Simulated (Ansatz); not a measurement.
**WSe2 in the rutile structure (space group P4_2/mnm, No. 136; a hypothetical phase, not in the database extracts checked)**

```
WSe2
1.0
    6.20644     0.00000     0.00000
    0.00000     6.20644     0.00000
    0.00000     0.00000     3.38441
W Se
2 4
Direct
  0.50000   0.50000   0.50000
  0.00000   0.00000   0.00000
  0.78635   0.78635   0.50000
  0.28635   0.71365   0.00000
  0.71365   0.28635   0.00000
  0.21365   0.21365   0.50000
```

Calculations: PBE (Ansatz, a program for electronic structure; PAW; 420 eV plane waves; scalar-relativistic without spin-orbit coupling). Settings: 8×8×14 k-points, 0.05 eV Fermi–Dirac smearing.

The volume per atom is 21.73 Å³ and the density is 8.71 g/cm³. The band gap is zero and the total energy is -7107.728 eV/atom (σ→0; compares only within this code and set-up).

No phonon test of stability was made. All final runs are without spin polarisation. WSe2 has a high density of states at the Fermi level and may be magnetic at this level.
